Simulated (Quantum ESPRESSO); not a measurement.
Worked example: self-consistent single point of CuAu (Pm, 2 atoms in the cell) in Quantum ESPRESSO.

Method: vdW-DF, GBRV 1.5 ultrasoft (PBE) pseudopotentials (plane waves; Quantum ESPRESSO).

```xyz
2
Lattice="2.8507 0.0000 0.0000 0.0000 2.8507 0.0000 0.0000 0.0000 3.5816" Properties=species:S:1:pos:R:3 pbc="T T T"
Cu     1.4770     1.4253     1.7953
Au    -0.0516     0.0001    -0.0045
```

Reference input (self-consistent single point, DFT, PBEsol, plane waves, GBRV 1.5 ultrasoft (PBESOL) pseudopotentials): ecutwfc = 50 Ry; ecutrho = 400 Ry; occupations = smearing; smearing = methfessel-paxton; degauss = 0.019992 Ry; potentials = {Cu: cu_pbesol_v1.2.uspp.F.UPF, Au: au_pbesol_v1.uspp.F.UPF}; K_POINTS = automatic 9 9 8 0 0 0; conv_thr = 1e-11 Ry; mixing_beta = 0.5. This run's input differs from it in these lines:

```diff
@@ -18,2 +18,3 @@
     degauss = 0.019992,
+    input_dft = 'vdw-df',
 /
@@ -24,4 +25,4 @@
 ATOMIC_SPECIES
-Cu    63.5460  cu_pbesol_v1.2.uspp.F.UPF
-Au   196.9666  au_pbesol_v1.uspp.F.UPF
+Cu    63.5460  cu_pbe_v1.2.uspp.F.UPF
+Au   196.9666  au_pbe_v1.uspp.F.UPF
 CELL_PARAMETERS {angstrom}
```

Output, abridged:

```
     Self-consistent Calculation

     iteration #  1     ecut=    50.00 Ry     beta= 0.50

---- Real-time Memory Report at c_bands before calling an iterative solver
           207 MiB given to the printing process from OS
           140 MiB allocation reported by mallinfo(arena+hblkhd)
------------------

     -----------------------------------------------
     Non-local corr. energy    =       1.22139206 Ry
     -----------------------------------------------

     total energy              =    -519.35366170 Ry
     estimated scf accuracy    <       1.00719912 Ry

     iteration #  2     ecut=    50.00 Ry     beta= 0.50

   [... lines left out ...]
     Non-local corr. energy    =       1.23300992 Ry
     -----------------------------------------------

     total energy              =    -519.71522316 Ry
     estimated scf accuracy    <          3.9E-11 Ry

     iteration # 13     ecut=    50.00 Ry     beta= 0.50

---- Real-time Memory Report at c_bands before calling an iterative solver
           327 MiB given to the printing process from OS
           155 MiB allocation reported by mallinfo(arena+hblkhd)
------------------

     -----------------------------------------------
     Non-local corr. energy    =       1.23300974 Ry
     -----------------------------------------------
     End of self-consistent calculation

     the Fermi energy is    15.9731 ev

!    total energy              =    -519.71522316 Ry
     estimated scf accuracy    <          2.4E-12 Ry
     smearing contrib. (-TS)   =      -0.00010133 Ry
     internal energy E=F+TS    =    -519.71512183 Ry

     convergence has been achieved in  13 iterations

     -----------------------------------------------
     Non-local corr. energy    =       1.23300974 Ry
     -----------------------------------------------

     Forces acting on atoms (cartesian axes, Ry/au):

     atom    1 type  1   force =    -0.01673343    0.00002217   -0.00277413
     atom    2 type  2   force =     0.01673343   -0.00002217    0.00277413

     Total force =     0.023988     Total SCF correction =     0.000000

     -----------------------------------------------
     Non-local corr. energy    =       1.23300974 Ry
     -----------------------------------------------

          total   stress  (Ry/bohr**3)                   (kbar)     P=      120.93
   0.00075694  -0.00000007   0.00000821          111.35       -0.01        1.21
  -0.00000007   0.00080838  -0.00000001           -0.01      118.92       -0.00
   0.00000821  -0.00000001   0.00090095            1.21       -0.00      132.53

   JOB DONE.
```

The run converged in 13 iterations. Against the reference run the pressure goes from -4.19 to 12.09 GPa and the largest force goes from 0.385 to 0.436 eV/Å. The full log also holds: “c_bands:  1 eigenvalues not converged”.

The starting cell comes from a database of computed structures (which also holds hypothetical and non-ambient phases and stackings), without a prior relaxation at this level. Its atoms were displaced at random from the sites of space group no. 123. Spin-orbit coupling is off. Spin polarisation is off. With a pressure of about 12 GPa the cell is away from its equilibrium volume at this level.

Cost on one core of a shared machine: roughly 5 min.
